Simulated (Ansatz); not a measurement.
The parent structure is Nb2SnC (space group P6_3/mmc, No. 194; a cell from a computed database, its experimental status unchecked).

```yaml
crystal:
  lattice:
    - [3.22992, 0.00000, 0.00000]
    - [-1.61496, 2.79719, 0.00000]
    - [0.00000, 0.00000, 13.76174]
  atoms:
    - { symbol: Nb, position: [0.33333, 0.66667, 0.08286] }
    - { symbol: Nb, position: [0.66667, 0.33333, 0.91714] }
    - { symbol: Nb, position: [0.66667, 0.33333, 0.58286] }
    - { symbol: Nb, position: [0.33333, 0.66667, 0.41714] }
    - { symbol: Sn, position: [0.33333, 0.66667, 0.75000] }
    - { symbol: Sn, position: [0.66667, 0.33333, 0.25000] }
    - { symbol: C, position: [0.00000, 0.00000, 0.00000] }
    - { symbol: C, position: [0.00000, 0.00000, 0.50000] }
```

Cartesian axes are those of the cell as printed.

Calculations: PBEsol (Ansatz, a quantum-chemistry and plane-wave program, PAW, scalar-relativistic without spin-orbit coupling).

Strains are applied to the cell and any free atomic positions relax; under biaxial strain the out-of-plane vector relaxes too.

One change was made to it. Results:

```tsv
quantity	base	after
band gap	zero	zero
pressure (mean of the normal stresses, compression positive)	0.0 GPa	-5.8 GPa
```

**Question.** Which change produced these results?
A) isotropic strain −2.49 %
B) isotropic strain +1.19 %
C) isotropic strain −1.89 %
D) biaxial strain +0.67 %, plane normal [001], relaxed out of plane

**Answer.** B, isotropic strain +1.19 %. For comparison, the pressure in the other runs: isotropic strain −2.49 % gives 16.2 GPa; biaxial strain +0.67 %, plane normal [001], relaxed out of plane gives -1.1 GPa; isotropic strain −1.89 % gives 11.7 GPa.

Without a gap, meshes like the base's 17×17×4 leave anisotropic stresses uncertain by several tenths of a GPa, and small strain energies with them. No phonon test of stability was made. The final runs are not spin-polarised.
